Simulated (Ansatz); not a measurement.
CaZrN₂ (R-3m, No. 166, 4 atoms in the cell; start mp-1029267) was calculated with HSE06+SOC in Ansatz (plane waves, PAW).

Settings: plane-wave cutoff 460 eV, 8×8×8 k mesh, Fermi–Dirac smearing 0.01 eV, PAW data made under PBE.

Cell (relaxed with PBEsol):

```
CELL_PARAMETERS angstrom
      1.64296     0.94856     5.55596
     -1.64296     0.94856     5.55596
      0.00000    -1.89713     5.55596
ATOMIC_POSITIONS crystal
  Ca 0.00000 0.00000 0.00000
  Zr 0.50000 0.50000 0.50000
  N  0.23853 0.23853 0.23853
  N  0.76147 0.76147 0.76147
```

What does this level give for the band gap, smallest direct gap on the k points sampled and Γ–Γ gap?


* **band gap**: 1.35 eV (on the SCF k mesh) (indirect)
* **smallest direct gap on the k points sampled**: 2.06 eV
* **Γ–Γ gap**: 3.81 eV

Note: cell and atoms aren't relaxed at this level (largest force component 0.13 eV/Å, pressure 2.4 GPa).

The computed numbers hold no vibrational or temperature effects.

The result took roughly 30 core-minutes.

A start named mp-… is a Materials Project structure, which need not be a measured phase.

Ansatz is a first-principles code.
